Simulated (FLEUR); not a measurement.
Band structure of Na3Cd (Fm-3m, 4 atoms in the cell).

```yaml
crystal:
  lattice:
    - [0.00000, 3.87624, 3.87624]
    - [3.87624, 0.00000, 3.87624]
    - [3.87624, 3.87624, 0.00000]
  atoms:
    - { symbol: Na, position: [0.25000, 0.25000, 0.25000] }
    - { symbol: Na, position: [0.75000, 0.75000, 0.75000] }
    - { symbol: Na, position: [0.50000, 0.50000, 0.50000] }
    - { symbol: Cd, position: [0.00000, 0.00000, 0.00000] }
```

Method: LDA (Vosko-Wilk-Nusair), all-electron FLAPW (FLEUR), scalar-relativistic valence.

Settings: Kmax = 3.8 1/bohr; GmaxXC = 13.3 1/bohr; xcFunctional = vwn; jspins = 1; l_soc = F; mode = hist; fermiSmearingEnergy = 0.00367493 Htr; mesh (inpgen div1-3) = 10 10 10; inpgen gamma flag = true; Gmax = 13.3 1/bohr; numbands = 0; maxIterBroyd = 15; imix = Anderson; alpha = 0.05.

The starting cell comes from a database of computed structures (which also holds hypothetical and non-ambient phases and stackings), without a prior relaxation at this level. Values depend on the basis (sphere radii, cutoffs, local orbitals), which need not be converged.

These are the values that this program gave, and no reference: the default basis lacks the next d shell.

Levels in eV from the Fermi level, bands 19 to 26:
```json
[
 {"point": "Γ", "19": "-8.56", "20": "-8.56", "21": "-4.99", "22": "1.99", "23": "1.99", "24": "1.99", "25": "2.37", "26": "3.65"},
 {"point": "X", "19": "-8.57", "20": "-8.55", "21": "-3.36", "22": "-1.61", "23": "0.28", "24": "0.28", "25": "0.71", "26": "2.01"},
 {"point": "W", "19": "-8.57", "20": "-8.55", "21": "-3.29", "22": "-0.97", "23": "-0.97", "24": "-0.72", "25": "3.26", "26": "3.59"},
 {"point": "K", "19": "-8.57", "20": "-8.55", "21": "-3.35", "22": "-1.28", "23": "-1.12", "24": "0.57", "25": "1.51", "26": "3.75"},
 {"point": "L", "19": "-8.56", "20": "-8.56", "21": "-3.77", "22": "-2.13", "23": "1.50", "24": "1.50", "25": "2.49", "26": "3.01"},
 {"point": "U", "19": "-8.57", "20": "-8.55", "21": "-3.35", "22": "-1.28", "23": "-1.12", "24": "0.57", "25": "1.51", "26": "3.75"}
]
```
